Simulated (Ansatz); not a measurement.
The starting structures come from a database of crystals and need not be the phases stable at ambient conditions.

Inside the gap of an insulator the Bloch states are evanescent, with a wavenumber k + iκ along the transport direction.

Given:

```
CELL_PARAMETERS angstrom
      4.84693     0.00000     0.00000
      0.00000     4.98540     0.00000
      0.00000     0.00000     7.08994
ATOMIC_POSITIONS crystal
  Al 0.74785 0.96949 0.39040
  Al 0.25215 0.03051 0.60960
  Al 0.75215 0.46949 0.10960
  Al 0.24785 0.53051 0.89040
  Al 0.75215 0.03051 0.89040
  Al 0.24785 0.96949 0.10960
  Al 0.74785 0.53051 0.60960
  Al 0.25215 0.46949 0.39040
  O  0.89298 0.89802 0.65400
  O  0.10702 0.10198 0.34600
  O  0.60702 0.39802 0.84600
  O  0.39298 0.60198 0.15400
  O  0.60702 0.10198 0.15400
  O  0.39298 0.89802 0.84600
  O  0.89298 0.60198 0.34600
  O  0.10702 0.39802 0.65400
  O  0.95060 0.75000 0.00000
  O  0.04940 0.25000 0.00000
  O  0.54940 0.25000 0.50000
  O  0.45060 0.75000 0.50000
```

The cell is taken as given; by r2SCAN it stands under a pressure of -7.3 GPa.

Transport runs along the normal of the first two printed cell vectors.

The gap is the functional's own. No spin-orbit coupling. Mid-gap values are those at the computed energy nearest the middle.

Predict the band gap and the smallest decay constant κ at mid-gap from r2SCAN (Ansatz, a program for electronic structure).

Gap 6.20 eV on a 6×6×4 mesh; κ = 0.377 1/Å, at the zone centre.
